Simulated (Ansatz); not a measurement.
**WS2: response to strain**

Start from WS₂ (space group P6_3/mmc, No. 194; a = 3.1147 Å, c = 11.7724 Å; layered, stacked along the Cartesian z axis). Axes: x lies along a and z along c of the hexagonal cell.

Strains are applied to the cell and any free atomic positions relax; under biaxial strain the out-of-plane vector relaxes too.

The values are results of PBEsol-D3(BJ) (Ansatz, a program for electronic structure), no spin-orbit coupling, not measurements.

| biaxial strain, plane normal [001], relaxed out of plane (%) | out-of-plane strain (%) |
|---|---|
| 0 | 0.00 |
| 0.6 | -0.19 |
| 1.2 | ? |
| 1.8 | -0.57 |
| 2.4 | -0.75 |

Problem. Fit ε⊥ = −νε + γε² (strains in %) to the rows shown and predict the withheld row.

Solution. Least squares on the printed values gives ν = 0.32 (the biaxial Poisson response) and γ = 0.004 (largest residual 0.00 %); this predicts -0.38 %, and the run gives -0.38 %, in agreement.

No phonon test of stability was made.
